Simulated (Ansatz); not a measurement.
We consider CaO (P6₃/mmc, No. 194, 4 atoms in the cell; start mp-545512; a measured phase of this formula has another space group), described by HSE06 (Ansatz, a program for electronic structure, plane waves, PAW).

Settings: plane-wave cutoff 520 eV, 6×6×6 k mesh, finite displacements, scalar-relativistic PAW data made under PBE.

Computed at the level's own relaxed cell.

Harmonic phonon frequencies (cm⁻¹; i marks an imaginary mode; at Γ without the LO shift):

```csv
q point,frequencies
Γ,0 0 0 206 206 279 298 371 371 377 377 382
M,75 183 252 252 256 289 308 337 337 364 437 468
A,148 148 148 148 239 239 375 375 375 375 485 485
```

No imaginary mode appears at these points.

Note: the relaxation could not lower the start's symmetry, so the cell can be a saddle point above a distorted one.

A start named mp-… is a Materials Project structure, which need not be a measured phase.
